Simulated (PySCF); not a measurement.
PySCF 2.14.0, PBE0/def2-svp: Sn(Cl)2 ([Cl][Sn][Cl]), 3 atoms. The geometry is a generated start, not checked to be a minimum at this level.

```json
{
  "task": "energy",
  "method": "pbe0",
  "basis": "def2-svp",
  "mol.max_memory": "7000 MB",
  "mf.init_guess": "minao (default)",
  "mf.DIIS": "CDIIS (default)",
  "mf.diis_space": "8 (default)",
  "mf.conv_tol": "1e-09 (default)",
  "mf.grids.level": "3 (default)",
  "effective_core_potentials": "those of the basis set, past Kr",
  "basis functions (reference run)": "62",
  "grid points (reference run)": "59720"
}
```

```xyz
3

Sn     0.0494    -0.0461     1.0218
Cl     1.1558     1.4003    -0.5061
Cl    -1.2052    -1.3542    -0.5157
```
Charge 0, spin multiplicity 1.

The reference run uses exact four-centre integrals. Single runs; times are not shown.

Measured:

```csv
setting,energy against the reference
"COSX exchange (sgx_fit, pjs) with fitted J, mf.with_df.grids_level_i = 1, mf.with_df.grids_level_f = 4",−0.34 meV/atom
"COSX exchange (sgx_fit, pjs) with fitted J, mf.with_df.grids_level_i = 1, mf.with_df.grids_level_f = 3",−0.31 meV/atom
"COSX exchange (sgx_fit, pjs) with fitted J, mf.with_df.grids_level_i = 1, mf.with_df.grids_level_f = 2 (default)",−0.28 meV/atom
```

Question: How far does the result lie from the reference with COSX exchange (sgx_fit, pjs) with fitted J, mf.with_df.grids_level_i = 1, mf.with_df.grids_level_f = 1?

Answer: energy against the reference: +0.21 meV/atom. Total energies are compared; such shifts often cancel in part in energy differences. sgx_fit (COSX, pjs=True) fits J as well, so its difference is the sum of the grid's shift in exchange and the fit's in Coulomb.
